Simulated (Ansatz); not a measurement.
Consider ZrSi$_{2}$ (space group Cmcm, No. 63).

```xyz
6
Lattice="1.8443 -7.4292 0.0000 1.8443 7.4292 0.0000 0.0000 0.0000 3.6668" Properties=species:S:1:pos:R:3 pbc="T T T"
Si     1.8443    -6.6606     2.7501
Si     1.8443     6.6606     0.9167
Si     1.8443     3.7175     2.7501
Si     1.8443    -3.7175     0.9167
Zr     1.8443    -1.5726     2.7501
Zr     1.8443     1.5726     0.9167
```

Cartesian axes are those of the cell as printed.

Calculations: r2SCAN (Ansatz, an electronic-structure program; PAW; 500 eV plane waves; scalar-relativistic without spin-orbit coupling).

Strains are applied to the cell and any free atomic positions relax.

One change was made to it. Results:

```csv
quantity,base,after
"pressure (mean of the normal stresses, compression positive)",0.0 GPa,13.7 GPa
energy relative to the base (free energy F),0 meV/atom,+55 meV/atom
```

Task: What was done to the base?
A) isotropic strain −2.83 %
B) uniaxial strain ε_zz = +5.05 %
C) isotropic strain −1.37 %

Result: A, isotropic strain −2.83 %. For comparison, the energy relative to the base in the other runs: uniaxial strain ε_zz = +5.05 % gives +36 meV/atom; isotropic strain −1.37 % gives +12 meV/atom.

Without a gap, meshes like the base's 13×13×13 leave anisotropic stresses uncertain by several tenths of a GPa, and small strain energies with them. No phonon test of stability was made. All final runs are without spin polarisation.
